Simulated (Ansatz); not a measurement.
Ansatz (an electronic-structure program), DFT, PBE, plane waves, its default PAW files: Al(100) slab of 6 layers, 2x2, N adatom, atoms displaced (Al24N), unrelaxed, 25 atoms. Basis and mesh were picked for this test and aren't claimed converged.

```yaml
cell: 5.73, 5.73, 21.73 Å; 90, 90, 90°
distance_to_the_nearest_atom: 2.04 to 2.83 Å
task: single point
k mesh: 4×4×1
hamiltonian.xc: pbe
kind_of_files: paw
scf.occupations.method: fermi_dirac
scf.occupations.width: 0.05 eV
scf.initial_density.chi_scale: 0.1
output.forces: true
binding of workers (--pin): off
k-point pools (--kpoint-pools): 1
memory maximum (--max-ram): 8GiB
accuracy: medium (default)
basis.precision: auto (default)
basis.xc_grid: 2 (default)
scf.eigensolver.kind: auto (default)
scf.convergence.dr2_threshold: 1e-07 (default)
scf.lower_state_search: light (default)
k-points after symmetry: 10
bands_at_the_start: 64
electrons: 77
plane waves at Γ: 13949
cutoff (eV): 420
FFT grid: 40×40×150
symmetry_operations: 1
```

One run each.

All on 4 threads. Base settings, kept where nothing else is said: scf.mixing.algorithm = auto (default), scf.mixing.preconditioner = auto (default), scf.algorithm = auto (default) (scf.mixing.beta, scf.mixing.ndim, scf.mixing.q_tf not set). The settings tried:…
- scf.mixing.algorithm = broyden, scf.mixing.preconditioner = kerker
- the base settings
- scf.mixing.preconditioner = local_kerker
- scf.mixing.algorithm = anderson, scf.mixing.ndim = 4
- scf.mixing.preconditioner = kerker
- scf.mixing.algorithm = broyden, scf.mixing.beta = 1
- scf.mixing.preconditioner = kerker_dos
- scf.mixing.ndim = 4
- scf.mixing.preconditioner = none
- scf.mixing.preconditioner = ldos
- scf.mixing.algorithm = broyden, scf.mixing.preconditioner = kerker, scf.mixing.q_tf = 1.5 1/Å
- scf.mixing.algorithm = anderson, scf.mixing.ndim = 16
- scf.mixing.algorithm = anderson
- scf.mixing.ndim = 16
- scf.mixing.algorithm = broyden, scf.mixing.beta = 0.3
- scf.mixing.algorithm = broyden, scf.mixing.beta = 0.1
- scf.mixing.algorithm = anderson, scf.mixing.ndim = 1
- scf.mixing.algorithm = broyden, scf.mixing.preconditioner = none
- scf.mixing.algorithm = broyden, scf.mixing.beta = 0.7
- scf.mixing.algorithm = msr1
- scf.algorithm = direct_min
- scf.mixing.algorithm = broyden
- scf.mixing.algorithm = broyden, scf.mixing.preconditioner = kerker, scf.mixing.q_tf = 0.5 1/Å

Q: Which settings need the fewest SCF iterations, which the most, and do any fail to converge?

A: Fewest SCF iterations, with those close behind: scf.algorithm = direct_min (12); the base settings (13); scf.mixing.algorithm = msr1 (13); scf.mixing.preconditioner = ldos (13); scf.mixing.ndim = 4 (13); scf.mixing.ndim = 16 (14); scf.mixing.algorithm = anderson (15); scf.mixing.algorithm = broyden, scf.mixing.beta = 0.7 (15); scf.mixing.algorithm = anderson, scf.mixing.ndim = 4 (15). Most among those that reach the base run's result: scf.mixing.algorithm = broyden, scf.mixing.beta = 0.1 (38). No count from: scf.mixing.algorithm = anderson, scf.mixing.ndim = 1 (unfinished when stopped at the time that we allowed, after 36 SCF iterations). All the others converged. In the base run the program took: scf.mixing.algorithm MSR1, scf.mixing.preconditioner LDOS, scf.eigensolver.kind band_cg, --slots 4.

```
setting                                                                                        SCF iterations  applications of H to a band        end
---------------------------------------------------------------------------------------------  --------------  ---------------------------  ---------
scf.algorithm = direct_min                                                                                 12                       107888  converged
the base settings                                                                                          13                        44784  converged
scf.mixing.algorithm = msr1                                                                                13                        44784  converged
scf.mixing.preconditioner = ldos                                                                           13                        44784  converged
scf.mixing.ndim = 4                                                                                        13                        44744  converged
scf.mixing.ndim = 16                                                                                       14                        45533  converged
scf.mixing.algorithm = anderson                                                                            15                        48896  converged
scf.mixing.algorithm = broyden, scf.mixing.beta = 0.7                                                      15                        44385  converged
scf.mixing.algorithm = anderson, scf.mixing.ndim = 4                                                       15                        50731  converged
scf.mixing.algorithm = broyden                                                                             16                        49997  converged
scf.mixing.algorithm = broyden, scf.mixing.beta = 1                                                        16                        49997  converged
scf.mixing.algorithm = anderson, scf.mixing.ndim = 16                                                      16                        49971  converged
scf.mixing.preconditioner = local_kerker                                                                   17                        35723  converged
scf.mixing.algorithm = broyden, scf.mixing.beta = 0.3                                                      18                        27801  converged
scf.mixing.algorithm = broyden, scf.mixing.preconditioner = kerker, scf.mixing.q_tf = 0.5 1/Å              20                        50436  converged
scf.mixing.preconditioner = none                                                                           23                        68228  converged
scf.mixing.preconditioner = kerker_dos                                                                     23                        35344  converged
scf.mixing.algorithm = broyden, scf.mixing.preconditioner = none                                           23                        70648  converged
scf.mixing.algorithm = broyden, scf.mixing.preconditioner = kerker, scf.mixing.q_tf = 1.5 1/Å              24                        34228  converged
scf.mixing.preconditioner = kerker                                                                         25                        35371  converged
scf.mixing.algorithm = broyden, scf.mixing.preconditioner = kerker                                         28                        41659  converged
scf.mixing.algorithm = broyden, scf.mixing.beta = 0.1                                                      38                        52482  converged
```

An iteration's cost differs between solvers, so these counts don't give the time.

Keys are those of Ansatz 0.2.
